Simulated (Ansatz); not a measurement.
The cell is built on a prototype and need not be the phase stable at ambient conditions.

By r2SCAN, the system below comes out a metal.

Without scattering a metal conducts by its projected Fermi surface.

Here is the system:

```
Se
1.0
    4.41850     0.00000     0.00000
    0.00000     4.41850     0.00000
    2.20925    -2.20925     3.12435
Se
2
Direct
  0.25000   0.25000   0.50000
  0.50000   0.50000   0.00000
```

Space group of this cell: Fd-3m, diamond. The cell was relaxed by PBE-D3(BJ); by r2SCAN its mean pressure is 0.8 GPa.

The current flows along the normal of the first two printed cell vectors. No spin-orbit coupling; the value is a mean over 0.1 eV about the Fermi level.

Question: State the ballistic conductance per area according to r2SCAN in Ansatz (a quantum-chemistry and plane-wave program).

Answer: 0.56 × 10¹⁵ S/m² for both spins.
